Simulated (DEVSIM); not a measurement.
System: abrupt GaP n-p junction, at 300 K.

Layer 1 from the left is GaP, thickness (μm) 0.230, Nd (cm⁻³) 1.7e16, τn (s) 9.3e-7, τp (s) 9.3e-7. Layer 2 from the left is GaP, thickness (μm) 31.0, Na (cm⁻³) 7.6e14, τn (s) 9.3e-7, τp (s) 9.3e-7.

Left contact: ohmic. Right contact: ohmic. Voltage is applied to the left contact. Recombination: SRH at mid-gap, radiative, Auger. Mobility is μmin + (μ − μmin)/(1 + (N/Nref)^α).

Constants are typed, rounded textbook-type inputs, not results; the design itself was drawn at random and stands for no fabricated device. Values at 300 K.

GaP: gap (eV) 2.26, affinity (eV) 3.8, permittivity 11.1, Nc (cm⁻³) 1.8e19, Nv (cm⁻³) 1.9e19, μn (cm²/Vs) 250, μp (cm²/Vs) 150, μn,min 10, μp,min 10, Nref,n 4.4e18, Nref,p 1e18, αn 0.8, αp 0.85, B (cm³/s) 1e-13, Cn (cm⁶/s) 1e-30, Cp (cm⁶/s) 1e-30.

Model (solved in DEVSIM): 1D drift-diffusion, Boltzmann statistics, complete ionisation; no tunnelling, impact ionisation, image-force lowering or self-heating.

Dark forward current:

```csv
|V| (V),|J| (A/cm²)
0.70,9.250e-13
0.75,2.498e-12
0.80,6.755e-12
0.85,1.830e-11
0.90,4.967e-11
0.95,1.351e-10
1.00,3.688e-10
1.05,1.011e-9
1.10,2.791e-9
1.15,7.806e-9
1.20,2.242e-8
1.25,6.802e-8
1.30,2.289e-7
1.35,9.074e-7
1.40,4.362e-6
1.45,2.461e-5
1.50,0.0001533
1.55,0.0009999
1.60,0.006515
1.65,0.03785
1.70,0.1545
1.75,0.4154
1.80,0.8518
1.85,1.487
1.90,2.337
1.95,3.414
```

Problem. Work out the local ideality factor n = ΔV / (kT/q · ln(J2/J1)) between the rows 0.70 and 0.75 V, 1.50 and 1.55 V, 1.90 and 1.95 V.

Solution. kT/q = 25.85 mV. From 0.70 to 0.75 V: ln(2.498e-12/9.250e-13) = 0.993, n = 1.95, near the 2 of recombination in the depletion region. From 1.50 to 1.55 V: ln(0.0009999/0.0001533) = 1.875, n = 1.03, near the 1 of diffusion or emission over a barrier. From 1.90 to 1.95 V: ln(3.414/2.337) = 0.379, n = 5.10.

Problem. Estimate the current at 1.50 V from the Shockley equation with J0 = Σ q ni² D/(N L) coth(W/L), τ joining the SRH, radiative and Auger lifetimes that are on, and W taken as the whole layer.

Solution. ni² = 3.67 cm⁻⁶; holes in the n layer: μ = 146 cm²/Vs, D = 3.77 cm²/s, τ = 9.28e-7 s, L = 18.7 μm, W/L = 0.012, term 5.67e-30 A/cm²; electrons in the p layer: μ = 250 cm²/Vs, D = 6.46 cm²/s, τ = 9.30e-7 s, L = 24.5 μm, W/L = 1.3, term 2.39e-30 A/cm². J0 = 8.06e-30 A/cm², and J = J0 exp(qV/kT) = 0.000128 A/cm². The simulation gives 0.000153 A/cm²; the estimate lies 17 % below. The estimate leaves out recombination in the depletion region and that region's share of W.
